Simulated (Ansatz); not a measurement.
System: Mo-vacancy pair (Mo on one host Rh site, one Rh site vacant) in fcc Rh (neutral cell). All values below come from PBE, PAW (plane waves to 420 eV; Ansatz, a quantum-chemistry and plane-wave program).

Settings: 32 host sites, the relaxed PBE lattice, a 2×2×2 k-point mesh shifted by half a step, smearing 0.10 eV, spin-restricted, no image-charge correction. Static, classical nuclei. Forms of the defect that were not tried may lie lower. The start lies 0.50 eV above the lowest site run (PBE).

Barriers: single points on a 4×4×4 k-point mesh shifted by half a step at the bands' geometries (they differ from the bands' own by up to 0.13 eV, and are uncertain by about as much).

The step: a nearby Rh atom hops onto the vacant site (Mo-vacancy distance between ideal sites 2.71 → 5.42 Å). Atoms about the jump, Cartesian Å from the middle of the jump, before and after:

| atom | x0 | y0 | z0 | x1 | y1 | z1 |
|---|---|---|---|---|---|---|
| Rh1 | 0.00 | 0.92 | 0.92 | 0.00 | -0.92 | -0.92 |
| Rh2 | 1.91 | 0.96 | -0.94 | 1.91 | 0.97 | -0.93 |
| Rh3 | -1.91 | 0.96 | -0.94 | -1.91 | 0.97 | -0.93 |
| Rh4 | 1.91 | -0.94 | 0.96 | 1.91 | -0.93 | 0.97 |
| Rh5 | -1.91 | -0.94 | 0.96 | -1.91 | -0.93 | 0.97 |
| Rh6 | 0.00 | 2.89 | -0.95 | 0.00 | 2.87 | -0.92 |
| Rh7 | 0.00 | -0.95 | 2.89 | 0.00 | -0.92 | 2.87 |
| Rh8 | 0.00 | 0.95 | -2.84 | 0.00 | 0.97 | -2.86 |
| Rh9 | 0.00 | -2.84 | 0.95 | 0.00 | -2.86 | 0.97 |
| Rh10 | 1.91 | 2.88 | 0.98 | 1.91 | 2.88 | 0.97 |
| Rh11 | -1.91 | 2.88 | 0.97 | -1.91 | 2.87 | 0.97 |
| Rh12 | 1.91 | 0.97 | 2.88 | 1.91 | 0.97 | 2.87 |
| Rh13 | -1.91 | 0.97 | 2.88 | -1.91 | 0.97 | 2.88 |
| Rh14 | 1.88 | -0.95 | -2.84 | 1.90 | -0.95 | -2.86 |
| Rh15 | -1.89 | -0.95 | -2.84 | -1.90 | -0.96 | -2.86 |
| Rh16 | 1.89 | -2.84 | -0.95 | 1.90 | -2.86 | -0.95 |
| Rh17 | -1.89 | -2.84 | -0.95 | -1.90 | -2.86 | -0.96 |
| Mo18 | 0.00 | -2.85 | -2.85 | 0.00 | -2.86 | -2.86 |

Problem. Where do these atoms stand at the saddle point, and how high is it?

Solution. 
```
atom      x      y      z
----  -----  -----  -----
Rh1    0.00   0.04   0.03
Rh2    2.05   1.01  -0.99
Rh3   -2.05   1.01  -0.99
Rh4    2.05  -0.99   1.01
Rh5   -2.05  -0.99   1.01
Rh6    0.00   2.85  -0.92
Rh7    0.00  -0.92   2.84
Rh8    0.00   0.94  -2.80
Rh9    0.00  -2.80   0.94
Rh10   1.88   2.88   0.97
Rh11  -1.89   2.88   0.97
Rh12   1.88   0.98   2.87
Rh13  -1.89   0.98   2.87
Rh14   1.86  -0.97  -2.85
Rh15  -1.87  -0.96  -2.85
Rh16   1.86  -2.84  -0.97
Rh17  -1.87  -2.84  -0.97
Mo18   0.00  -2.88  -2.88
```
It lies 1.53 eV above the start and 2.03 eV above the end. The saddle point's order was not checked, and it lies on a symmetry element of the cell, where a band can be held.
